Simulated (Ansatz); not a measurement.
Cell and atoms of amorphous Si₂₄O₄₈W:

```
CELL_PARAMETERS angstrom
      9.42789    -0.65400     0.22993
     -0.65375    11.27873     0.17076
      0.23029     0.16873    10.43476
ATOMIC_POSITIONS crystal
  Si 0.82607 0.81254 0.27623
  Si 0.64933 0.14725 0.06260
  Si 0.51399 0.76780 0.64121
  Si 0.48431 0.34348 0.75628
  Si 0.83288 0.41071 0.51870
  Si 0.13309 0.94048 0.84427
  Si 0.02084 0.45730 0.00620
  Si 0.27653 0.84625 0.07975
  Si 0.63988 0.40200 0.98460
  Si 0.27079 0.19102 0.76290
  Si 0.89024 0.07041 0.17991
  Si 0.31209 0.97414 0.35126
  Si 0.62715 0.94726 0.43753
  Si 0.01134 0.66021 0.43739
  Si 0.44671 0.46829 0.29441
  Si 0.54241 0.52061 0.56676
  Si 0.96838 0.23632 0.66948
  Si 0.20835 0.80932 0.59125
  Si 0.55137 0.81504 0.93277
  Si 0.37321 0.20745 0.21502
  Si 0.67090 0.62614 0.10785
  Si 0.18669 0.59474 0.20318
  Si 0.87353 0.17146 0.41953
  Si 0.31130 0.36102 0.00982
  O  0.28747 0.11353 0.32205
  O  0.15331 0.88593 0.98895
  O  0.84075 0.17487 0.76795
  O  0.79938 0.71538 0.16439
  O  0.45083 0.32463 0.28629
  O  0.67796 0.84547 0.34354
  O  0.30269 0.50172 0.22841
  O  0.72176 0.09094 0.19235
  O  0.25706 0.25986 0.11954
  O  0.70133 0.89999 0.90619
  O  0.91696 0.75927 0.38612
  O  0.07566 0.70501 0.57157
  O  0.18837 0.85360 0.73554
  O  0.94991 0.09819 0.03153
  O  0.62914 0.36017 0.83316
  O  0.81381 0.30172 0.41922
  O  0.69796 0.29886 0.06794
  O  0.34589 0.29129 0.87061
  O  0.35661 0.74905 0.58179
  O  0.19435 0.44369 0.96944
  O  0.91658 0.93336 0.21407
  O  0.74404 0.06384 0.44851
  O  0.47826 0.97854 0.38442
  O  0.42109 0.22818 0.67209
  O  0.44351 0.50122 0.44517
  O  0.25589 0.06093 0.82502
  O  0.67157 0.43646 0.56518
  O  0.44398 0.46681 0.69520
  O  0.47835 0.14261 0.12012
  O  0.04195 0.52352 0.14558
  O  0.21469 0.91496 0.47711
  O  0.43011 0.88506 0.00248
  O  0.27327 0.90229 0.22166
  O  0.59897 0.65882 0.58954
  O  0.98207 0.16687 0.53617
  O  0.60241 0.89273 0.58532
  O  0.92688 0.37084 0.63695
  O  0.49873 0.76352 0.79619
  O  0.58796 0.54939 0.22997
  O  0.96648 0.15671 0.28674
  O  0.14711 0.64949 0.33944
  O  0.47294 0.42530 0.02410
  O  0.73160 0.53150 0.00757
  O  0.91281 0.53237 0.45153
  O  0.97884 0.97376 0.81766
  O  0.56813 0.70218 0.02911
  O  0.12923 0.24555 0.72506
  O  0.25182 0.70094 0.10130
  W  0.81474 0.05343 0.90162
```

Methods: PBE, scalar-relativistic without spin-orbit coupling (Ansatz, an electronic-structure program); r2SCAN, scalar-relativistic without spin-orbit coupling (Ansatz); HSE06, scalar-relativistic without spin-orbit coupling (Ansatz). Neutral PBE cell, which sets geometry, pressure and energy: sampling: a 2×2×2 Γ-centred mesh; Fermi-Dirac width 0.01 eV; collinear spin, started from moments on atoms. The usual formal charges leave 6 electrons over, so the level spacing at the Fermi energy parts defect or band states and needn't be the band gap. In the spin-polarised cell the level spacing at the Fermi energy can part levels of unlike spin. Exact exchange is cut at the faces of this 9 Å cell, which leaves hybrid gaps a finite-size error.

Preparation: random packing, a CHGNet melt and quench, and a DFT relaxation. O atoms were pushed apart under 1.9 Å during the dynamics, to hinder bonds among them. The hot cell started wider than the set density and was brought back towards it in steps. It is the lowest in DFT energy of 2 quenches. It is a model cell: composition and starting density were chosen by hand, and all elements were melted together. No dispersion term was used. Its density started from a set value of 2.44 and ended at 2.45 g/cm³. The quench (nominally 400 K/ps over its main leg) was far faster than any real one, so the model tends to hold more defects than a real film. One small periodic cell is one sample of the glass; other quenches scatter about these values. The volume was held where the preparation left it and the shape relaxed. Cycles of charging lowered its energy after that relaxation.

Q: Give the pressure, the energy against reference phases and the spacing of the highest filled and lowest empty levels.

A: 
```yaml
Pressure on a 2×2×2 Γ-centred mesh: 1.51 GPa
Largest force and stress component on that mesh (the relaxation ran on the zone centre alone): 0.03 eV/Å and 1.7 GPa
Energy relative to alpha cristobalite + bcc W (lowest mix at this level among the phases computed, not always the ambient ones): 0.175 eV/atom
Level spacing at the Fermi energy on a 2×2×2 Γ-centred mesh (PBE): 1.02 eV
Level spacing at the Fermi energy at the zone centre (PBE): 1.02 eV
Level spacing at the Fermi energy at the zone centre (r2SCAN): 1.59 eV
Level spacing at the Fermi energy at the zone centre (HSE06): 2.74 eV
Distance between the nearest levels spread over more than a fifth of the atoms or a third of the atoms of their main element (six at least) (PBE, zone centre): 5.48 eV
net_moment: 2.00 μB
```

Q: At PBE and the zone centre, how localised are the states just below and above the Fermi level (participation number: the atoms over which a state spreads)?

A: The highest filled state is spread over 2.6 atoms' worth, largest on W73, with weights by element (charge in smoothed Voronoi cells) W 0.60, O 0.32, Si 0.08. The lowest empty state is spread over 2.9 atoms' worth, largest on W73, with weights by element (charge in smoothed Voronoi cells) W 0.57, O 0.29, Si 0.15.

At PBE the levels at both edges of the gap are localised (band-tail or defect states), and the nearest spread-out levels lie 5.5 eV apart at the zone centre.

Neighbours within Si-Si 2.60 Å, Si-O 1.92 Å, Si-W 2.74 Å, O-O 1.58 Å, O-W 2.51 Å, W-W 3.04 Å count as bonded. Two cations that share two anions don't count as bonded, nor two that share one unless they lie closer than Si-Si 2.38 Å, Si-W 2.66 Å, W-W 2.95 Å.

Added carriers, by PBE, scalar-relativistic without spin-orbit coupling in Ansatz on the zone centre alone. Charged cells keep the cell fixed and stand in a uniform background, with no image correction, at a width of 0.01 eV; where the count is odd the moment is locked at 1 μB, unless the neutral cell bore moments. Each starts from the undistorted neutral geometry alone. PBE's self-interaction favours spread-out carriers, so it can miss traps that a hybrid finds.

Q: What happens at PBE when the cell takes an extra electron and the atoms relax?

A: Relaxation lowers the charged cell by 0.26 eV. The largest moves are O27 0.14 Å, O32 0.08 Å, W73 0.08 Å, O71 0.07 Å. The neutral cell had unpaired spins already, so no single level is told as the carrier's. No bond crosses its cut-off with a change of over 0.15 Å (metal-metal contacts aside). Made neutral again at that geometry, the cell lies +0.41 eV from the neutral start.

Q: What happens at PBE when the cell takes a hole and the atoms relax?

A: Relaxation lowers the charged cell by 0.66 eV. The largest moves are O34 0.20 Å, O69 0.10 Å, O27 0.10 Å, O62 0.10 Å. The neutral cell had unpaired spins already, so no single level is told as the carrier's. No bond crosses its cut-off with a change of over 0.15 Å (metal-metal contacts aside). Made neutral again at that geometry, the cell lies +0.64 eV from the neutral start.

Ahead of the cycles of charging, a PBE run started with 1 μB on atoms that lack a bond or may hold spare charge kept moments and lay lower, so the cell was relaxed again with them.
